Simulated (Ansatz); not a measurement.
What Sn on a Cd site, symmetric start does to CdSe

Base system: an 8-atom supercell of CdSe in the zinc blende structure (space group F-43m, No. 216; a = 6.196 Å) at its relaxed geometry.

It is then changed as follows: one Cd atom is replaced by Sn, atoms relaxed at fixed cell.

Level of theory: PBE (Ansatz, a first-principles code; PAW; 420 eV plane waves; no spin-orbit coupling). Settings: 4×4×4 k-points, 0.01 eV Fermi–Dirac smearing.

```tsv
quantity	base	changed	shift
pressure	0.0 GPa	3.5 GPa	+3.5 GPa
largest displacement of a host atom from its site in the perfect cell	–	0.14 Å	–
```

Final structure:

```
CELL_PARAMETERS angstrom
     -6.19627     0.00000     0.00000
      0.00000     0.00000     6.19627
      0.00000     6.19627     0.00000
ATOMIC_POSITIONS crystal
  Se 0.26294 0.73706 0.73706
  Se 0.73706 0.73706 0.26294
  Se 0.73706 0.26294 0.73706
  Se 0.26294 0.26294 0.26294
  Sn 0.00000 0.00000 0.00000
  Cd 0.50000 0.00000 0.50000
  Cd 0.50000 0.50000 0.00000
  Cd 0.00000 0.50000 0.50000
```

The magnetic state is the one reached from the starting moments; the real material's order can differ, and small cells can't hold many antiferromagnetic ones. The cell is small, so the values are those of an ordered compound at a high defect concentration; dilute-limit values will differ. The defect started on the symmetric site and kept its symmetry, so it may sit on a saddle. Seeded moments were not kept for Sn on a Cd site. The defect cell is spin-polarised and ends with 0.0 μB.
